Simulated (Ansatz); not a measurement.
Start from CrGe (space group P2_13, No. 198; a = 4.7002 Å; ferromagnetic; a cell from a computed database, its experimental status unchecked).

Computed with Ansatz (an electronic-structure program), PBEsol, PAW, cutoff 420 eV, no spin-orbit coupling.

Base values:

The pressure is 0.0 GPa.

Modification: the cell is scaled by 0.9889 in all directions; the atoms relax in the strained cell.

Question: What does the calculation give for the energy relative to the base after the change?

Answer: The energy increases by 8.1 meV/atom.

Question: Predict the new pressure.

Answer: The pressure goes from zero to 6.3 GPa.

Other magnetic orders, which the real material may have, were not ruled out. Whether these cells are dynamically stable was not tested.
